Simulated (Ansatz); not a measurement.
Cubic perovskite RbCdF3, treated with LDA in Ansatz (PAW).

Numerical settings: plane-wave cutoff 520 eV, 8×8×8 k mesh, Fermi–Dirac smearing 0.01 eV, scalar-relativistic PAW data made under PBE.

Pressure at four volumes; x = ln(V/16.213 Å³). One pressure is withheld.

| V (Å³/atom) | x | P (GPa) |
|---|---|---|
| 15.241 | -0.0618 | ? |
| 15.565 | -0.0408 | 3.41 |
| 16.213 | 0.0000 | 0.01 |
| 17.186 | 0.0583 | -3.79 |

Question: Pass a parabola P(x) through the three rows shown, estimate the bulk modulus and its pressure derivative near zero pressure, and predict the withheld pressure.

Answer: Slopes between the rows: (0.01 − (3.41))/(0.0000 − (-0.0408)) = -83.33 and (-3.79 − (0.01))/(0.0583 − (0.0000)) = -65.18 GPa. Their difference over the span 0.0991 is c = 18.15/0.0991 = 183.1 GPa, so P(x) = 3.41 + (-83.33)(x − (-0.0408)) + 183.1 (x − (-0.0408))(x − (0.0000)). At the middle row B = −dP/dx = −[-83.33 + 183.1 × 0.0408] = 75.9 GPa, and B′ = dB/dP = 2c/B = 4.8. At x = -0.0618 the parabola gives 5.40 GPa; the run gives 5.43 GPa. The Birch–Murnaghan fit to the energies at all volumes has B0 = 75.2 GPa and B′ = 4.9.

Note: the relaxation could not lower the start's symmetry, so the cell can be a saddle point above a distorted one.

Ansatz is a first-principles code.
